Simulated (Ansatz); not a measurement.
Cost and result by functional for the surface energy of the (31-40) surface of hcp Sc in its 1x1 cell, outermost plane spacing 0.53 Å in the ideal cut, in Ansatz (plane waves, PAW). Single points on the PBE structure, on one kind of machine; costs are rough ratios of the slab run's core time (references not counted) to the cheapest single point. r2SCAN's cost holds its higher cutoff (500 against 420 eV). Differences are taken against r2SCAN for comparison alone: no measured value is at hand, so the table doesn't rank accuracy.

Set-up: 28 atoms, 10.9 Å thick at the start; mesh 7x4x1; 0.1 eV smearing; dipole correction on; all atoms relaxed; held to the start's symmetry, so lower structures may exist; no spin, no spin-orbit, no U. These notes are the PBE run's.

```tsv
functional	relative cost	surface energy (J/m²)	less r2SCAN (J/m²)
LDA	1	1.43	0.09
PBEsol	1	1.37	0.03
RPBE	1	1.15	-0.18
r2SCAN	2	1.34	0.00
PBE (the relaxed run's value)	–	1.26	-0.08
```

The values span 0.28 J/m², while the single points' costs differ by a factor of roughly 2. Differences are of unrounded values.

Ansatz is a program for electronic structure.
